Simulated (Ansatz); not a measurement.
The reference is TiO$_{2}$ in the anatase structure (space group I4_1/amd, No. 141; a = 3.770 Å, c = 9.552 Å).

Levels (all Ansatz, a quantum-chemistry and plane-wave program, PAW): PBEsol (420 eV, scalar-relativistic without spin-orbit coupling); r2SCAN (500 eV, no spin-orbit coupling); HSE06 (420 eV, without spin-orbit coupling).

One geometry, relaxed with PBEsol, under each level:

```json
[
 {"level": "PBEsol", "band gap": "2.11 eV", "lowest conduction level above the VBM at special points": "Γ 2.11 eV; M 2.47 eV; S 3.25 eV; S₀ 3.25 eV", "pressure": "0.0 kbar"},
 {"level": "r2SCAN", "band gap": "2.54 eV", "lowest conduction level above the VBM at special points": "Γ 2.54 eV; M 2.89 eV; S 3.66 eV; S₀ 3.66 eV", "pressure": "16.4 kbar"},
 {"level": "HSE06", "band gap": "[?]", "lowest conduction level above the VBM at special points": "[?]", "pressure": "–"}
]
```

Question: Give the withheld HSE06 results.

Answer: 
- HSE06, band gap: 3.65 eV
- HSE06, lowest conduction level above the VBM at special points: Γ 3.65 eV; M 4.06 eV; S 4.87 eV

Single points use the geometry relaxed with PBEsol. Their cutoffs differ, which shifts pressures a little. HSE06 gaps are upper bounds (no full band path). Stability against distortions was not tested. The final runs are not spin-polarised.
